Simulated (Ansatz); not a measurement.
Defect: N-vacancy pair (N on one host C site, one C site vacant) in 3C silicon carbide, charge state +1. The step: a nearby C atom hops onto the vacant site (N-vacancy distance between ideal sites 3.10 → 5.36 Å); the atom moves 3.20 Å along (0.51, 0.00, 0.52) of the unit cell; the moving atom starts with neighbours 3 Si at 1.88, Si at 1.89 Å and ends with Si at 1.87, 2 Si at 1.89, Si at 1.90 Å. A PBE band in Ansatz (plane-wave PAW, a 2×2×2 k-point mesh shifted by half a step, 64 host sites, 106 SCF runs with any check of the saddle's order, static, no finite-size correction) gives a forward barrier of 3.92 eV. The program found a first-order saddle point. The charge state is imposed; whether it is stable for some Fermi level was not computed. Forms of the defect that were not tried may lie lower. On the k-point mesh the defect's levels are only partly filled at one site or more.

Single points at the band's start and saddle point can refine it. Rough cost of one point, in units of the band's mean SCF on the same machine:

```json
[
 {"Level": "PBE, a 3×3×3 k-point mesh shifted by half a step", "Cost of one point": "about 4"},
 {"Level": "r2SCAN at 500 eV, a 2×2×2 k-point mesh shifted by half a step", "Cost of one point": "about 2"}
]
```

Task: Which of these move the barrier by more than 0.1 eV, and how far does each move it?

Result: PBE, a 3×3×3 k-point mesh shifted by half a step: -0.02 eV; r2SCAN at 500 eV, a 2×2×2 k-point mesh shifted by half a step: +0.35 eV. Each functional is compared with PBE at the same k-points.

Ansatz is a program for electronic structure.
